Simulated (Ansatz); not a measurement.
CsGeBr3 (Pm-3m, No. 221, 5 atoms in the cell; start mp-570223; high-temperature phase)

Computed with r²SCAN+SOC (PAW; Ansatz, a quantum-chemistry and plane-wave program).

Run with plane-wave cutoff 560 eV, 6×6×6 k mesh, Fermi–Dirac smearing 0.01 eV, PAW data made under PBE.

Cell (relaxed with PBEsol):

```xyz
5
Lattice="5.4738 0.0000 0.0000 0.0000 5.4738 0.0000 0.0000 0.0000 5.4738" Properties=species:S:1:pos:R:3 pbc="T T T"
Cs     0.0000     0.0000     0.0000
Ge     2.7369     2.7369     2.7369
Br     2.7369     2.7369     0.0000
Br     0.0000     2.7369     2.7369
Br     2.7369     0.0000     2.7369
```

```yaml
band_gap: 0.36 eV (direct)
"Γ–Γ gap": 6.04 eV
```

Note: held by symmetry at 0 K, a high-temperature phase can be a saddle point; cell and atoms aren't relaxed at this level (pressure 1.1 GPa).

Computed values are for the static lattice.

A start named mp-… is a Materials Project structure, which need not be a measured phase.
